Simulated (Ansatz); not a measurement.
Take Be2C (space group Fm-3m, No. 225) as the base.

Space group Fm-3m (No. 225); a = b = c = 4.3106 Å, α = β = γ = 90.00°

| atom | site | symmetry | x | y | z |
|---|---|---|---|---|---|
| Be | 8c | -43m | 0.2500 | 0.2500 | 0.2500 |
| C | 4a | m-3m | 0.0000 | 0.0000 | 0.0000 |
(The calculation used a cell of 3 atoms; values per cell refer to that cell.)

Level of theory: Ansatz (a program for electronic structure) PBEsol, without spin-orbit coupling.

Base values:

```
Item                             Result
-----------------------------  --------
Pressure                       0.01 GPa
Width of the top valence band   5.96 eV
```

Modification: every lattice vector is shortened by 1.00 %; the atoms relax in the strained cell.

Task: What does the calculation give for the pressure after the change?

Result: The pressure rises by 6.54 GPa (0.01 GPa → 6.55 GPa).

Task: Estimate the effect on the width of the top valence band.

Result: The width of the top valence band goes up by 0.115 eV to 6.08 eV.

The levels and masses belong to the bands next to the band gap. Whether these cells are dynamically stable was not tested.
